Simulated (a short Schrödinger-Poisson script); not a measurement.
**MOS inversion layer, SiO2 on p-type Si(110)**

Stack: MOS inversion layer, SiO2 on p-type Si(110), at 300 K.

```tsv
layer	material	thickness (nm)	Na (cm⁻³)
1	SiO2	1.4	-
2	Si	290	5.5e17
```

The device is made up for the run: typed textbook-type constants, with dimensions and the other settings drawn at random. SiO2: permittivity 3.9, conduction-band edge (eV) 3.15, gap (eV) 9, electron mass (mₑ) 0.5. Si: permittivity 11.7, conduction-band edge (eV) 0, gap (eV) 1.124, Nv at 300 K (cm⁻³) 3.1e19.

Channel valleys (confinement mass, in-plane density-of-states mass, number): Δ4 0.315, 0.324, 4; Δ2 0.19, 0.417, 2. At the gate the conduction-band edge of layer 1 lies 3.24 eV − eVg above the Fermi level of the channel; the field vanishes at the back. Gaps are held at their typed values at every temperature. Mesh 0.03 nm at interfaces.

Solved with a short Schrödinger-Poisson script written for these runs: 1D Poisson equation in equilibrium, electrons quantum, Hartree (BenDaniel-Duke, 12 states a valley, the channel's in-plane mass for all, wave functions ending at the dielectric), parabolic valleys, classical holes, full ionisation, no traps, pinning or gate leakage.

| Vg (V) | electrons (cm⁻²) | C (μF/cm²) | Δ4 E0 (meV) | Δ4 E1 (meV) | Δ2 E0 (meV) | Δ2 E1 (meV) |
|---|---|---|---|---|---|---|
| 0.15 | 2.14e9 | 0.217 | 233.7 | 327.5 | 257.0 | 366.6 |
| 0.25 | 5.30e10 | 0.417 | 150.5 | 247.8 | 174.7 | 288.5 |
| 0.35 | 4.54e11 | 1.10 | 94.3 | 195.7 | 119.9 | 237.6 |
| 0.45 | 1.24e12 | 1.44 | 67.5 | 173.4 | 94.9 | 216.2 |
| 0.55 | 2.18e12 | 1.59 | 51.8 | 162.2 | 81.3 | 205.8 |
| 0.65 | 3.19e12 | 1.67 | 40.8 | 155.6 | 72.3 | 199.9 |
| 0.75 | 4.25e12 | 1.73 | 32.3 | 151.3 | 65.7 | 196.1 |
| 0.85 | 5.34e12 | 1.77 | 25.3 | 148.3 | 60.6 | 193.6 |
| 0.95 | 6.46e12 | 1.80 | 19.2 | 146.2 | 56.5 | 191.9 |
| 1.05 | 7.59e12 | 1.82 | 13.9 | 144.6 | 53.0 | 190.7 |
| 1.15 | 8.74e12 | 1.85 | 9.1 | 143.5 | 50.0 | 189.9 |

Subbands count from the Fermi level.
